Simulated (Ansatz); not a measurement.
An Ansatz (a program for electronic structure) run: SnO with a change (isotropic strain −4.29 %); PBEsol-D3(BJ), PAW, 420 eV (Ansatz; without spin-orbit coupling), earlier PAW set.

Input:

Ansatz 0.2 input:
```yaml
crystal:
  lattice:
    - [3.6058553255, 0, 0]
    - [0, 3.6058553255, 0]
    - [0, 0, 4.3617068531]
  atoms:
    - { symbol: Sn, position: [0.5, 0, 0.2537617387] }
    - { symbol: Sn, position: [0, 0.5, 0.7462382613] }
    - { symbol: O, position: [0, 0, 0] }
    - { symbol: O, position: [0.5, 0.5, 0] }
basis: { ecutwfc: 420, ecutrho_ratio: 4, xc_grid: 2, fft_grid_basis: typed }
kpoints: { mp_grid: { grid: [15, 15, 13] } }
hamiltonian:
  xc: pbesol
  dispersion: d3bj
  pseudopotentials: { azcp: { folder: ./paw }, kind: paw }
scf: { occupations: { method: fermi_dirac, width: 0.1 }, convergence: { dr2_threshold: 0.0000000004 } }
relax: { f_tol: 0.005, max_steps: 50 }
output: { forces: true, stress: true }
checkpoint: { write: state.ck, write_every: 1000 }
```

Output (explanatory and most iteration lines left out):

```
Relaxation: its limit of steps is 50 (relax.max_steps)
Pseudopotential: Sn, paw, valence charge 14
Pseudopotential: O, paw, valence charge 6
Crystal: 4 atoms, lattice volume = 56.712 Å³
Basis set: ecut = 420 eV, 1103 PW (Γ), exchange–correlation on 50×50×60 points (8 copies of the dense FFT grid, shifted against one another)
Bands: 24, of which v1, the nominal top of the filled ones, is band 20 counted from 1 (19 counted from 0)
Symmetry: 16 space group operations
Space group: P4/nmm (ITA 129), of the structure as read, at distance tolerance 3.8e-5 Å
k-points: 252 of 2925
Functional: x = pbesol(κ = 0.804, μ = 0.12345679012345678), c = pbesol(β = 0.046)
SCF iter   1: F=—  HF=-13022.706640 eV  |F-HF|=—  |Δ(HF+E_count)|=         —  Δρ=5.28e-2  dr2=2.29e0  ethr=3.10e-3  ⟨swp⟩=5.8  Hψ=27844  notcnv=0
SCF iter   2: F=—  HF=-13022.344767 eV  |F-HF|=—  |Δ(HF+E_count)|=   3.62e-1  Δρ=3.04e-2  dr2=9.57e-1  ethr=3.10e-3  ⟨swp⟩=2.0  Hψ=9024  notcnv=0
SCF 1 converged in 11 iterations: F = -13022.075111 eV  dr2 = 7.27e-11
relax step   1: F+E_penalty+E_count = -13022.07511093 eV  Δ(F+E_penalty+E_count) = +0.000e0 eV  max|allowed force component| = 2.165e0 eV/Å  Δτ_max = 0.0000 Å  (11 SCF iters, accepted)
Crystal: 4 atoms, lattice volume = 56.712 Å³
SCF iter   1: F=—  HF=-13022.240987 eV  |F-HF|=—  |Δ(HF+E_count)|=         —  Δρ=1.46e-2  dr2=6.98e-2  ethr=1.77e-4  ⟨swp⟩=1.0  Hψ=29366  notcnv=0
SCF iter   2: F=—  HF=-13022.227335 eV  |F-HF|=—  |Δ(HF+E_count)|=   1.37e-2  Δρ=6.82e-3  dr2=1.89e-2  ethr=1.75e-4  ⟨swp⟩=2.5  Hψ=9481  notcnv=0
SCF 2 converged in 10 iterations: F = -13022.222861 eV  dr2 = 1.61e-10
relax step   2: F+E_penalty+E_count = -13022.22286076 eV  Δ(F+E_penalty+E_count) = -1.477e-1 eV  max|allowed force component| = 9.050e-1 eV/Å  Δτ_max = 0.1203 Å  (10 SCF iters, accepted)
Crystal: 4 atoms, lattice volume = 56.712 Å³
SCF iter   1: F=—  HF=-13022.258260 eV  |F-HF|=—  |Δ(HF+E_count)|=         —  Δρ=4.67e-3  dr2=7.23e-3  ethr=1.78e-4  ⟨swp⟩=4.2  Hψ=19466  notcnv=0
SCF iter   2: F=—  HF=-13022.256498 eV  |F-HF|=—  |Δ(HF+E_count)|=   1.76e-3  Δρ=2.16e-3  dr2=2.01e-3  ethr=1.81e-5  ⟨swp⟩=2.1  Hψ=12421  notcnv=0
SCF 3 converged in 9 iterations: F = -13022.255841 eV  dr2 = 3.66e-10
relax step   3: F+E_penalty+E_count = -13022.25584055 eV  Δ(F+E_penalty+E_count) = -3.298e-2 eV  max|allowed force component| = 5.109e-2 eV/Å  Δτ_max = 0.0384 Å  (9 SCF iters, accepted)
Crystal: 4 atoms, lattice volume = 56.712 Å³
SCF iter   1: F=—  HF=-13022.255986 eV  |F-HF|=—  |Δ(HF+E_count)|=         —  Δρ=2.44e-4  dr2=1.96e-5  ethr=4.91e-7  ⟨swp⟩=2.5  Hψ=15644  notcnv=0
SCF iter   2: F=—  HF=-13022.255946 eV  |F-HF|=—  |Δ(HF+E_count)|=   4.04e-5  Δρ=1.13e-4  dr2=5.47e-6  ethr=4.91e-8  ⟨swp⟩=2.1  Hψ=12034  notcnv=0
SCF 4 converged in 7 iterations: F = -13022.255944 eV  dr2 = 2.24e-10
relax step   4: F+E_penalty+E_count = -13022.25594361 eV  Δ(F+E_penalty+E_count) = -1.031e-4 eV  max|allowed force component| = 4.628e-4 eV/Å  Δτ_max = 0.0020 Å  (7 SCF iters, accepted)
SCF converged after 7 iterations
Free energy (F): -13022.255944 eV
Internal energy: -13022.242942 eV  (E = F + TS)
E sigma→0 (E₀):  -13022.249443 eV
Entropy (-TS):   -0.013002 eV (-3.250 meV/atom)
Fermi energy:    13.381451 eV
  E_disp       = -1.074267  (pairwise vdW)
--- Forces (eV/Å), atoms counted from 1 ---
  atom   1  Sn     0.00000000     0.00000000     0.00046281
  atom   2  Sn     0.00000000     0.00000000    -0.00046281
  atom   3  O      0.00000000     0.00000000     0.00000000
  atom   4  O      0.00000000     0.00000000     0.00000000
--- Stress (GPa, compression-positive) ---
       12.637170       0.000000       0.000000
        0.000000      12.637170       0.000000
        0.000000       0.000000       7.408092
  P = ⅓ Tr σ = 10.8941 GPa (108.941 kbar)
--- Relaxed structure (4 steps of the walk, 4 accepted, 0 SCFs on fresh bases) ---
  atoms:
    - { symbol: Sn, position: [0.5, 1.4604620031319801e-36, 0.273000664500108] }
    - { symbol: Sn, position: [-1.2518245741131258e-36, 0.5, 0.7269993354998919] }
    - { symbol: O, position: [-1.2518245741131258e-36, 3.129561435282815e-36, 3.977166587304888e-19] }
    - { symbol: O, position: [0.5, 0.5, 3.977166587304888e-19] }
```

Whether these cells are dynamically stable was not tested. The final runs are not spin-polarised. The cell was made from SnO in the litharge type structure (space group P4/nmm, No. 129; layered, stacked along the Cartesian z axis) by this change: isotropic strain −4.29 %.
